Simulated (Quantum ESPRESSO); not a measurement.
**How far to go with the k-point mesh: Au (Fm-3m, 1 atom in the cell)**

```xyz
1
Lattice="-2.0339 0.0000 2.0339 0.0000 2.0339 2.0339 -2.0339 2.0339 0.0000" Properties=species:S:1:pos:R:3 pbc="T T T"
Au     0.0000     0.0000     0.0000
```

Level of theory: PBEsol, SSSP 1.1.2 precision (PBE) pseudopotentials (plane waves; Quantum ESPRESSO 7.5).

Base settings: ecutwfc = 75 Ry; occupations = smearing; smearing = fermi-dirac; degauss = 0.0073499 Ry; input_dft = pbesol; potentials = {Au: Au_ONCV_PBE-1.0.oncvpsp.upf}; K_POINTS = automatic 14 14 14 0 0 0; conv_thr = 1e-10 Ry; mixing_beta = 0.4.

The second cell is the first with its lattice scaled by 0.98.

Only quantities that move along the ladder and can be compared are tabulated.

The count of work is k-points × plane waves × bands × iterations; it is no time. 

The starting cell has typed, rounded lattice constants, without a prior relaxation at this level. Its lattice was rescaled by up to half a per cent.

Steps (K_POINTS): automatic 2 2 2 0 0 0; automatic 3 3 3 0 0 0; automatic 4 4 4 0 0 0; automatic 5 5 5 0 0 0; automatic 6 6 6 0 0 0; automatic 8 8 8 0 0 0; automatic 10 10 10 0 0 0; automatic 12 12 12 0 0 0; automatic 14 14 14 0 0 0; automatic 15 15 15 0 0 0; automatic 18 18 18 0 0 0; automatic 24 24 24 0 0 0.

**Question.** What is the coarsest K_POINTS that holds the free energy within 2 meV/atom of the last step, with all finer ones?

**Answer.** automatic 15 15 15 0 0 0, at 0.29 of the last step's count of work; the step before is off by 2.3 meV/atom.

**Question.** What is the coarsest K_POINTS that holds the energy of the compressed cell less the first within 1 meV/atom of the last step, with all finer ones?

**Answer.** automatic 12 12 12 0 0 0, at 0.17 of the last step's count of work; the step before is off by 2.1 meV/atom.

**Question.** What is the coarsest K_POINTS that holds the pressure within 0.5 GPa of the last step, with all finer ones?

**Answer.** automatic 10 10 10 0 0 0, at 0.11 of the last step's count of work; the step before is off by 0.96 GPa.

| K_POINTS | free energy less the last step's (meV/atom) | energy of the compressed cell less the first (meV/atom) | pressure (GPa) | count of work / last |
|---|---|---|---|---|
| automatic 2 2 2 0 0 0 | 3459.15 | 356.35 | 49.05 | 0.010 |
| automatic 3 3 3 0 0 0 | -425.89 | 7.34 | -4.70 | 0.011 |
| automatic 4 4 4 0 0 0 | 210.11 | 63.74 | 3.92 | 0.019 |
| automatic 5 5 5 0 0 0 | -111.90 | 37.90 | 0.02 | 0.024 |
| automatic 6 6 6 0 0 0 | 67.49 | 56.35 | 2.65 | 0.038 |
| automatic 8 8 8 0 0 0 | 36.52 | 52.29 | 2.12 | 0.070 |
| automatic 10 10 10 0 0 0 | 18.84 | 47.94 | 1.54 | 0.11 |
| automatic 12 12 12 0 0 0 | 7.47 | 46.22 | 1.22 | 0.17 |
| automatic 14 14 14 0 0 0 | 2.26 | 46.28 | 1.20 | 0.25 |
| automatic 15 15 15 0 0 0 | -0.52 | 45.13 | 1.07 | 0.29 |
| automatic 18 18 18 0 0 0 | 0.13 | 46.30 | 1.23 | 0.47 |
| automatic 24 24 24 0 0 0 | 0.00 | 45.80 | 1.16 | 1.0 |

The energy difference between the two cells stays within 1 meV/atom of the last step's from automatic 12 12 12 0 0 0 on, the total only from automatic 15 15 15 0 0 0 on: much of the error is common to both cells and cancels.
